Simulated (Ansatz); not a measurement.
Consider PbSe in the rock salt structure (space group Fm-3m, No. 225; a = 6.178 Å). Axes: x, y, z lie along the cube axes.

Calculations: Kohn–Sham DFT with the r2SCAN functional, run in Ansatz (a program for electronic structure) with PAW and 500 eV plane waves, spin-orbit coupling left out.

For the base:

Band gap: 0.67 eV
Shortest interatomic distance: 308.9 pm
Pressure: -0.1 kbar

Modification: biaxial strain −1.00 %, plane normal [001], relaxed out of plane (Cartesian); in-plane vectors clamped, the third vector and the atoms free.

Task: What happens to the band gap, out-of-plane strain, shortest interatomic distance and pressure?

Result: The band gap falls by 0.064 eV to 0.60 eV; the out-of-plane strain comes out as +0.20 %; the shortest interatomic distance falls by 3.1 pm (308.9 pm → 305.8 pm); the pressure (mean of the normal stresses, compression positive) goes up by 9.9 kbar, from -0.1 kbar to 9.8 kbar.

Spin-orbit coupling, missing from the scalar runs, can matter with Pb. No phonon test of stability was made.
